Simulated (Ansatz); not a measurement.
A dielectric-response calculation of BAs (F-43m, 2 atoms in the cell) with Ansatz (a quantum-chemistry and plane-wave program).

Computed with PBE, PAW files (plane waves; Ansatz).

```
CELL_PARAMETERS angstrom
      0.00000     2.38283     2.38283
      2.38283     0.00000     2.38283
      2.38283     2.38283     0.00000
ATOMIC_POSITIONS crystal
  B  0.00000 0.00000 0.00000
  As 0.25000 0.25000 0.25000
```

Reference input (self-consistent single point, DFT, PBE, plane waves, PAW files): basis.ecutwfc = 420 eV; kpoints.mp_grid.grid = 9 9 9; hamiltonian.xc = pbe; hamiltonian.pseudopotentials = {kind: paw} (the program's default PAW files); scf.occupations.method = fermi_dirac; scf.occupations.width = 0.02 eV. This run's input differs from it in these lines:

Ansatz 0.2 input:
```diff
@@ -12,3 +12,3 @@
 kpoints:
-  mp_grid: { grid: [9, 9, 9] }
+  mp_grid: { grid: [18, 18, 18] }
 hamiltonian:
@@ -17,7 +17,5 @@
 scf:
-  occupations: { method: fermi_dirac, width: 0.02 }
-output:
-  forces: true
-  eigenvalues: true
-  stress: true
+  occupations: { method: fixed }
+dielectric:
+  field_mesh: kpoints
```

Output, abridged:

```
SCF iter   1: F=—  HF=-5012.753160 eV  |F-HF|=—  |Δ(HF+E_count)|=         —  Δρ=7.90e-2  dr2=2.19e0  ethr=3.10e-3  ⟨swp⟩=4.3  Hψ=57210  notcnv=0  defer=1073
all-band conjugate gradients solve this SCF's bands
preconditioner: auto → none
SCF iter   2: F=—  HF=-5012.134138 eV  |F-HF|=—  |Δ(HF+E_count)|=   6.19e-1  Δρ=2.58e-2  dr2=1.55e-1  ethr=3.10e-3  ⟨swp⟩=2.5  Hψ=24541  notcnv=0  defer=1395
   [... lines left out ...]
SCF iter   6: F=—  HF=-5012.103166 eV  |F-HF|=—  |Δ(HF+E_count)|=   1.24e-5  Δρ=1.32e-4  dr2=3.38e-6  ethr=1.28e-6  ⟨swp⟩=3.0  Hψ=20774  notcnv=0  defer=1701
SCF iter   7: F=—  HF=-5012.103169 eV  |F-HF|=—  |Δ(HF+E_count)|=   2.12e-6  Δρ=7.82e-6  dr2=1.27e-8  ethr=1.88e-8  ⟨swp⟩=2.0  Hψ=14705  notcnv=0  defer=3
SCF iter   8: F=—  HF=-5012.103169 eV  |F-HF|=—  |Δ(HF+E_count)|=   5.94e-8  Δρ=4.90e-7  dr2=5.79e-11  ethr=1.00e-12  ⟨swp⟩=2.9  Hψ=49961  notcnv=0
SCF iter   9: F=-5012.103169 eV  HF=-5012.103169 eV  |F-HF|=1.82e-12  |Δ(HF+E_count)|=  1.82e-12  Δρ=7.59e-8  dr2=1.26e-12  ethr=1.00e-12  ⟨swp⟩=3.0  Hψ=26983  notcnv=0
SCF 1 converged in 9 iterations: F = -5012.103169 eV  dr2 = 1.26e-12
DFPT response loops at Γ: preconditioner auto → none (the input reference at scf.mixing.eps_inf says where Resta's filter doesn't serve); β = 0.50 …
Free energy (F): -5012.103169 eV
Internal energy: -5012.103169 eV  (E = F + TS)
E sigma→0 (E₀):  -5012.103169 eV
Fermi energy:    10.811263 eV
--- Dielectric response (ions clamped): 1 representative field direction + reference, on 865 of 5832 k-points (Σ response iterations 7) ---
  k mesh reduced under 4 symmetry operations, with k and −k counted as one. Each operation leaves every solved perturbation unchanged …
  ε∞ (high-frequency dielectric tensor):
        9.742026     0.000000     0.000000
   [... lines left out ...]
        -0.00000   -0.52072    0.00000
        -0.00000   -0.00000   -0.52072
    site 1:
         0.52072    0.00000   -0.00000
         0.00000    0.52072   -0.00000
         0.00000    0.00000    0.52072
  Z* charge neutrality: 5.925e-6 e pre-enforcement
  k-mesh period / interband length: 60.7 Å / 2.92 Å = 20.80 at k = (0.0000, 0.0000, 0.0000), direct gap 3.289 eV — 14 or more, which is no proof of convergence
```

The run converged in 9 iterations. 

Summary of the result:
* **Free energy E − TS (on the zero of these files)**: -5012.1032 eV
* **Top of the valence band (on the code's own zero)**: 10.81 eV
* **Gap on the k-point mesh**: 1.18 eV
* **ε∞ at this k-point mesh, which may be far from converged in small-gap cells (xx, yy, zz)**: 9.74, 9.74, 9.74
* **Born charges at this mesh (mean of the diagonal, e)**: B -0.52, As 0.52

The starting cell has typed, rounded lattice constants, without a prior relaxation at this level. Its lattice was rescaled by up to half a per cent.

Cost on one core of a shared machine: roughly 80 s.
